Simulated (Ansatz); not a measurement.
Reference: monolayer MoS₂, r2SCAN, rigid bands (plane waves, PAW, scalar-relativistic; Ansatz, a quantum-chemistry and plane-wave program); geometry: cell and atoms relaxed with r2SCAN.

```cif
data_MoS2
_chemical_formula_sum 'Mo1 S2'
_space_group_name_H-M_alt 'P 1'
_space_group_IT_number 1
_cell_length_a 3.18363
_cell_length_b 3.18363
_cell_length_c 19.01227
_cell_angle_alpha 90.000
_cell_angle_beta 90.000
_cell_angle_gamma 120.000
loop_
_space_group_symop_operation_xyz
  'x, y, z'
loop_
_atom_site_label
_atom_site_type_symbol
_atom_site_fract_x
_atom_site_fract_y
_atom_site_fract_z
_atom_site_occupancy
Mo1 Mo 0.66667 0.33333 0.50000 1
S1 S 0.33333 0.66667 0.41835 1
S2 S 0.33333 0.66667 0.58165 1
```

The band gap is 1.68 eV and the electron conductivity mass is 0.46 mₑ.

### Question
Swap Mo for W, keeping the structure type. How do these values move?

### Answer
band gap rises (1.68 eV to 1.90 eV); electron conductivity mass falls (0.46 mₑ to 0.31 mₑ).

Moves up to 5 % count as about the same. Masses are for dilute carriers at 300 K, harmonic means over directions unless an axis is named. Spin-orbit coupling is left out.

The missing spin-orbit coupling matters most for monolayer WS2.
